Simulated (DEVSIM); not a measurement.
Structure: Schottky contact on n-type GaP, at 300 K.

Layer 1 from the left is GaP, thickness (μm) 1.00, Nd (cm⁻³) 6.9e14, τn (s) 2.5e-6, τp (s) 2.5e-6.

Left contact: Schottky, work function 5.54 eV, emission velocity 1.2e7 cm/s. Right contact: ohmic. Voltage is applied to the left contact. Recombination: SRH at mid-gap. Mobility is constant in doping.

The device is made up for the run: typed textbook-type constants, with dimensions and the other settings drawn at random. Values at 300 K.

GaP: gap (eV) 2.26, affinity (eV) 3.8, permittivity 11.1, Nc (cm⁻³) 1.8e19, Nv (cm⁻³) 1.9e19, μn (cm²/Vs) 250, μp (cm²/Vs) 150.

Model (solved in DEVSIM): 1D drift-diffusion, Boltzmann statistics, complete ionisation; no tunnelling, impact ionisation, image-force lowering or self-heating. Metal contacts follow the ideal Schottky-Mott rule: no Fermi-level pinning, no interface dipoles.

### Question
What does the simulation give for the potential step across the device at zero bias, the largest field in the device at zero bias, the dark forward voltage at 100 A/cm²?

### Answer
potential step across the device at zero bias 1.477 V; largest field in the device at zero bias 20000 V/cm; dark forward voltage at 100 A/cm² 1.835 V.
